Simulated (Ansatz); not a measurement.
**KTaO3, pressure series**

The parent structure is KTaO3 in the cubic perovskite structure (space group Pm-3m, No. 221; a = 4.023 Å).

Cell and atoms are relaxed at each pressure.

The values are results of PBE (Ansatz, a first-principles code; PAW; 420 eV plane waves; spin-orbit coupling left out), earlier PAW set, not measurements.

Notes on the quantities. enthalpy: H = E + PV relative to the base's energy.

| variant | enthalpy | shortest interatomic distance | band gap |
|---|---|---|---|
| base | – | 2.012 Å | 2.17 eV |
| pressure −2 GPa | -0.16 eV/atom | 2.019 Å | 2.15 eV |
| pressure −1 GPa | -0.08 eV/atom | 2.015 Å | 2.16 eV |
| pressure 1.8 GPa | +0.15 eV/atom | 2.005 Å | 2.19 eV |
| pressure 4.2 GPa | +0.34 eV/atom | 1.997 Å | 2.22 eV |
| pressure 9 GPa | +0.72 eV/atom | 1.983 Å | 2.27 eV |
| pressure 18 GPa | +1.40 eV/atom | 1.959 Å | 2.35 eV |
| pressure 30 GPa | +2.28 eV/atom | 1.932 Å | 2.44 eV |
| pressure 45 GPa | +3.34 eV/atom | 1.904 Å | 2.52 eV |
| pressure 60 GPa | +4.36 eV/atom | 1.880 Å | 2.59 eV |

Spin-orbit coupling, missing from the scalar runs, can matter with Ta. Load acts through the strain it causes; cell and atoms are relaxed under it. Stability against distortions was not tested. Competing high-pressure phases were not computed.
